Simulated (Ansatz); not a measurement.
Defect migration in ceria: Ce vacancy, charge state -4. All values below come from PBE, PAW (plane waves to 420 eV; Ansatz, a program for electronic structure).

96-site cell at the relaxed PBE lattice, one k-point at (0.250, 0.250, 0.250), smearing 0.01 eV, spin-restricted, no finite-size correction. Static, classical nuclei. Spin-orbit coupling is left out. The charge state is imposed; whether it is stable for some Fermi level was not computed. Forms of the defect that were not tried may lie lower.

Barriers: single points on a 2×2×2 k-point mesh shifted by half a step at the bands' geometries.

Relaxed starting cell (atoms counted from 1):

```
CELL_PARAMETERS angstrom
     10.92898     0.00000     0.00000
      0.00000    10.92898     0.00000
      0.00000     0.00000    10.92898
ATOMIC_POSITIONS crystal
  Ce 0.99955 0.99965 0.49980
  Ce 0.99956 0.49964 0.99980
  Ce 0.99956 0.49964 0.49980
  Ce 0.49955 0.99966 0.99979
  Ce 0.49955 0.99966 0.49979
  Ce 0.49957 0.49966 0.99980
  Ce 0.49956 0.49966 0.49980
  O  0.12510 0.37493 0.37509
  O  0.12406 0.37728 0.87525
  O  0.12407 0.87511 0.37736
  O  0.13546 0.86379 0.86387
  O  0.62431 0.37483 0.37504
  O  0.62422 0.37496 0.87424
  O  0.62425 0.87406 0.37513
  O  0.62196 0.87513 0.87529
  O  0.12411 0.12416 0.37746
  O  0.13557 0.13562 0.86391
  O  0.12512 0.62433 0.37510
  O  0.12410 0.62210 0.87524
  O  0.62426 0.12521 0.37509
  O  0.62205 0.12419 0.87525
  O  0.62433 0.62441 0.37498
  O  0.62427 0.62435 0.87419
  Ce 0.99954 0.24557 0.24577
  Ce 0.99957 0.24559 0.75388
  Ce 0.99953 0.75369 0.24573
  Ce 0.99957 0.75370 0.75382
  Ce 0.49955 0.24867 0.24885
  Ce 0.49957 0.24871 0.75076
  Ce 0.49953 0.75061 0.24881
  Ce 0.49958 0.75064 0.75075
  O  0.13540 0.13559 0.13578
  O  0.12405 0.12416 0.62226
  O  0.12407 0.62206 0.12432
  O  0.12514 0.62434 0.62449
  O  0.62189 0.12421 0.12433
  O  0.62423 0.12524 0.62449
  O  0.62423 0.62436 0.12536
  O  0.62436 0.62447 0.62456
  O  0.12414 0.37727 0.12433
  O  0.12515 0.37494 0.62447
  O  0.13542 0.86376 0.13567
  O  0.12413 0.87508 0.62218
  O  0.62430 0.37497 0.12539
  O  0.62438 0.37489 0.62461
  O  0.62193 0.87513 0.12436
  O  0.62427 0.87411 0.62453
  Ce 0.24546 0.99963 0.24572
  Ce 0.24551 0.99965 0.75384
  Ce 0.24857 0.49964 0.24884
  Ce 0.24860 0.49967 0.75075
  Ce 0.75358 0.99962 0.24576
  Ce 0.75362 0.99967 0.75385
  Ce 0.75052 0.49963 0.24883
  Ce 0.75054 0.49966 0.75078
  O  0.37490 0.37493 0.12539
  O  0.37481 0.37488 0.62462
  O  0.37711 0.87511 0.12432
  O  0.37488 0.87409 0.62447
  O  0.87507 0.37717 0.12432
  O  0.87401 0.37498 0.62448
  O  0.86362 0.86367 0.13567
  O  0.87504 0.87512 0.62215
  O  0.37708 0.12417 0.12430
  O  0.37483 0.12524 0.62446
  O  0.37485 0.62433 0.12536
  O  0.37478 0.62446 0.62457
  O  0.86358 0.13549 0.13576
  O  0.87498 0.12421 0.62225
  O  0.87500 0.62199 0.12436
  O  0.87400 0.62437 0.62453
  Ce 0.24553 0.24562 0.99981
  Ce 0.24857 0.24867 0.49980
  Ce 0.24547 0.75373 0.99978
  Ce 0.24859 0.75063 0.49976
  Ce 0.75364 0.24557 0.99980
  Ce 0.75054 0.24869 0.49981
  Ce 0.75362 0.75372 0.99979
  Ce 0.75053 0.75063 0.49979
  O  0.37487 0.12523 0.37507
  O  0.37725 0.12422 0.87523
  O  0.37475 0.62445 0.37499
  O  0.37487 0.62437 0.87420
  O  0.87504 0.12420 0.37745
  O  0.86375 0.13555 0.86395
  O  0.87397 0.62436 0.37512
  O  0.87505 0.62206 0.87529
  O  0.37472 0.37487 0.37504
  O  0.37484 0.37498 0.87425
  O  0.37485 0.87408 0.37508
  O  0.37715 0.87514 0.87524
  O  0.87395 0.37496 0.37509
  O  0.87499 0.37725 0.87524
  O  0.87503 0.87514 0.37734
  O  0.86361 0.86372 0.86382
```
Cell charge -4.

End state 1 differs by these moves (Å; atoms that move under 0.08 Å are left out):

```json
[
 {"atom": "10", "element": "O", "Δx": "-0.12", "Δy": "-0.12", "Δz": "0.09"},
 {"atom": "11", "element": "O", "Δx": "-0.12", "Δy": "0.12", "Δz": "0.09"},
 {"atom": "16", "element": "O", "Δx": "-0.12", "Δy": "0.12", "Δz": "0.09"},
 {"atom": "17", "element": "O", "Δx": "-0.12", "Δy": "-0.12", "Δz": "0.09"},
 {"atom": "32", "element": "O", "Δx": "-0.24", "Δy": "0.00", "Δz": "-0.24"},
 {"atom": "42", "element": "O", "Δx": "-0.24", "Δy": "0.00", "Δz": "-0.24"},
 {"atom": "48", "element": "Ce", "Δx": "-2.65", "Δy": "0.00", "Δz": "-2.65"},
 {"atom": "58", "element": "O", "Δx": "0.09", "Δy": "-0.12", "Δz": "-0.12"},
 {"atom": "62", "element": "O", "Δx": "0.09", "Δy": "0.13", "Δz": "-0.12"},
 {"atom": "64", "element": "O", "Δx": "0.09", "Δy": "0.13", "Δz": "-0.12"},
 {"atom": "68", "element": "O", "Δx": "0.09", "Δy": "-0.12", "Δz": "-0.12"},
 {"atom": "80", "element": "O", "Δx": "0.11", "Δy": "0.11", "Δz": "0.11"},
 {"atom": "85", "element": "O", "Δx": "0.11", "Δy": "-0.11", "Δz": "0.11"},
 {"atom": "90", "element": "O", "Δx": "0.11", "Δy": "-0.11", "Δz": "0.11"},
 {"atom": "95", "element": "O", "Δx": "0.11", "Δy": "0.11", "Δz": "0.11"}
]
```

Problem. Give the forward and backward barriers to end state 1 at the level PBE, PAW.

Solution. forward 4.07 eV, backward 4.07 eV; at the saddle point atom 48 has neighbours 2 O at 1.99, O at 2.36, O at 2.44, O at 2.47, O at 2.56 Å. The program found a first-order saddle point.
